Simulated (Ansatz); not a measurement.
**InAs: uniaxial strain ε_zz = +1.50 %**

Start from InAs in the zinc blende structure (space group F-43m, No. 216; a = 6.0261 Å). Axes: x, y, z lie along the cube axes.

The change: the cell is stretched by 1.50 % along z with no lateral relaxation; the atoms relax in the strained cell.

Method: Kohn–Sham DFT with the LDA functional, run in Ansatz (an electronic-structure program) with PAW and 420 eV plane waves, scalar-relativistic without spin-orbit coupling. k-mesh 10×10×10 (Γ-centred); smearing 0.05 eV (Fermi–Dirac).

The volume per atom goes up by 0.41 Å³ (27.35 Å³ → 27.76 Å³) and the space group goes from F-43m (No. 216) to I-4m2 (No. 119). The energy rises by 1.6 meV/atom and the band gap is still zero. The stress (xx, yy, zz, yz, xz, xy; compression positive) comes out as (-0.7, -0.7, -1.2, 0.0, 0.0, 0.0) GPa (rough).

Cost of the whole job for the changed cell (relaxation, final SCF and bands): very roughly 20 core-seconds.

A case with no gap was solved on a k-mesh chosen for an insulator, which is coarse for it. Without a gap, meshes like the base's 10×10×10 leave anisotropic stresses uncertain by several tenths of a GPa, and small strain energies with them. No phonon test of stability was made. The final runs are not spin-polarised. A zero or small gap of InAs can be the functional's error rather than a property of the material.
